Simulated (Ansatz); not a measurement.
The structure below was relaxed with PBE (Ansatz, a quantum-chemistry and plane-wave program, PAW, no spin-orbit coupling), at pressure 45 GPa.

```yaml
crystal:
  lattice:
    - [3.80811, 0.00000, 0.00000]
    - [0.00000, 3.80811, 0.00000]
    - [0.00000, 0.00000, 3.80811]
  atoms:
    - { symbol: K, position: [0.00000, 0.00000, 0.00000] }
    - { symbol: Ta, position: [0.50000, 0.50000, 0.50000] }
    - { symbol: O, position: [0.00000, 0.50000, 0.50000] }
    - { symbol: O, position: [0.50000, 0.50000, 0.00000] }
    - { symbol: O, position: [0.50000, 0.00000, 0.50000] }
```

Find the space group and the Wyckoff positions.

Space group Pm-3m (No. 221); a = b = c = 3.8081 Å, α = β = γ = 90.00°

```
atom  site  symmetry       x       y       z
----  ----  --------  ------  ------  ------
K       1a      m-3m  0.0000  0.0000  0.0000
Ta      1b      m-3m  0.5000  0.5000  0.5000
O       3c    4/mm.m  0.0000  0.5000  0.5000
```

Load acts through the strain it causes; cell and atoms are relaxed under it. Stability against distortions was not tested. Competing high-pressure phases were not computed. The cell was made from KTaO3 in the cubic perovskite structure (space group Pm-3m, No. 221) by this change: pressure 45 GPa.
